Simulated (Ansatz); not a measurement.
Start from BN in the rock salt structure (space group Fm-3m, No. 225; a = 3.483 Å; a hypothetical phase, not in the database extracts checked).

Modification: the cell is scaled by 0.9696 in all directions, atoms relaxed at fixed cell.

Levels (all Ansatz, a first-principles code, PAW): PBEsol (420 eV, scalar-relativistic without spin-orbit coupling); r2SCAN (500 eV, without spin-orbit coupling); HSE06 (420 eV, spin-orbit coupling left out).

One geometry, relaxed with PBEsol, under each level:

```json
[
 {"level": "PBEsol", "band gap": "2.04 eV", "lowest conduction level above the VBM at special points": "X 2.04 eV; K 3.92 eV; U 3.92 eV; L 5.42 eV", "electron mass": "2.5 mₑ along k, 0.38 mₑ across (at X)", "pressure": "440.9 kbar"},
 {"level": "r2SCAN", "band gap": "2.19 eV", "lowest conduction level above the VBM at special points": "X 2.19 eV; K 4.31 eV; U 4.31 eV; L 6.11 eV", "electron mass": "1.9 mₑ along k, 0.35 mₑ across (at X)", "pressure": "482.8 kbar"},
 {"level": "HSE06", "band gap": "___", "lowest conduction level above the VBM at special points": "___", "electron mass": "–", "pressure": "–"}
]
```

### Question
Give the withheld HSE06 results.

### Answer

- HSE06, band gap: 3.10 eV
- HSE06, lowest conduction level above the VBM at special points: X 3.10 eV; K 5.17 eV; U 5.17 eV

Single points use the geometry relaxed with PBEsol. Their cutoffs differ, which shifts pressures a little. HSE06 gaps are upper bounds (no full band path). The cells carry an imposed strain or load. Masses are band curvatures over ±0.01 Å⁻¹ around the edge. Along k means along the line from Γ to the band edge. Stability against distortions was not tested.
